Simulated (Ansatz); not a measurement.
Start from HfN in the rock salt structure (space group Fm-3m, No. 225).

```yaml
crystal:
  lattice:
    - [0.00000, 2.27401, 2.27401]
    - [2.27401, 0.00000, 2.27401]
    - [2.27401, 2.27401, 0.00000]
  atoms:
    - { symbol: N, position: [0.00000, 0.00000, 0.00000] }
    - { symbol: Hf, position: [0.50000, 0.50000, 0.50000] }
```

Computed with PBE, PAW, 420 eV (Ansatz, a quantum-chemistry and plane-wave program; spin-orbit coupling left out), earlier PAW set.

For the base:

- Volume per atom: 11.76 Å³

Perturbation: F takes the place of N on all its sites, then cell and atoms are relaxed.

Problem. What does the calculation give for the volume per atom after the change?

Solution. The volume per atom grows by 3.19 Å³ (11.76 Å³ → 14.95 Å³).

No phonon test of stability was made. As relaxed here, HfF is a hypothetical phase, not in the database extracts checked. All final runs are without spin polarisation. An odd electron count without spin: HfF and HfN.
